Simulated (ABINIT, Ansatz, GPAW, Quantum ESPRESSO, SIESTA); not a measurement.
## Code comparison for TiNbC2 (R-3m, 4 atoms in the cell)

Self-consistent single point.

```
TiNbC2
1.0
    1.56522     0.90368     5.09669
   -1.56522     0.90368     5.09669
    0.00000    -1.80736     5.09669
Ti Nb C
1 1 2
Cartesian
  0.00000   0.00000   7.64504
  0.00000   0.00000   0.00000
  0.00000   0.00000  11.50465
  0.00000   0.00000   3.78543
```

Shared settings, as Ansatz (a quantum-chemistry and plane-wave program) writes them: kpoints.mp_grid.grid = 8 8 8; scf.occupations.method = gaussian; scf.occupations.width = 0.0037 Ry. Potentials and cutoffs stand in the table.

```json
[
 {"code": "ABINIT", "model": "LDA (PW92), norm-conserving pseudopotentials (PseudoDojo nc-sr-04 LDA standard)", "pressure (GPa)": "-14.01", "largest force (eV/Å)": "0.198", "cutoff": "42 Ha"},
 {"code": "Quantum ESPRESSO", "model": "LDA (PZ), GBRV 1.5 ultrasoft (LDA) pseudopotentials", "pressure (GPa)": "-14.32", "largest force (eV/Å)": "0.221", "cutoff": "50 Ry"},
 {"code": "Ansatz", "model": "LDA (PW92), PAW files made with PBE", "pressure (GPa)": "-14.53", "largest force (eV/Å)": "0.212", "cutoff": "30.9 Ry"},
 {"code": "GPAW", "model": "LDA (Perdew-Wang 92), GPAW PAW datasets LDA (gpaw-data 1.0.1)", "pressure (GPa)": "–", "largest force (eV/Å)": "0.336", "cutoff": "900 eV"},
 {"code": "SIESTA", "model": "LDA PW92, numerical atomic orbitals TZP, PseudoDojo LDA standard norm-conserving potentials (rewritten from UPF to PSML)", "pressure (GPa)": "-13.40", "largest force (eV/Å)": "0.018", "cutoff": "grid 350 Ry"}
]
```

A dash marks a value that a program does not give, or that is left out as unsure.

On Ansatz's run: spin polarisation is off.

The spread over the programs that give each value: pressure within 1.13 GPa; largest force within 0.318 eV/Å.

SIESTA uses small atom-centred bases, whose incompleteness enters pressures, forces and empty levels differently from a plane-wave cutoff. Ansatz's pressure is given at a fixed set of plane waves, as the other plane-wave codes print theirs; with its correction for the finite basis it is -14.33 GPa. The pressure of GPAW is left out: its cutoff lies under the one at which its stress was checked. The same LDA comes in different parametrisations, which differ slightly. In the force vectors, GPAW (by 0.119) and SIESTA (by 0.198) lie more than 0.08 eV/Å from the median of the plane-wave programs.

The starting cell comes from a database of computed structures (which also holds hypothetical and non-ambient phases and stackings), without a prior relaxation at this level.

Left out of this page: Elk (not drawn, or without a comparable value).

Keys are those of Ansatz 0.2.
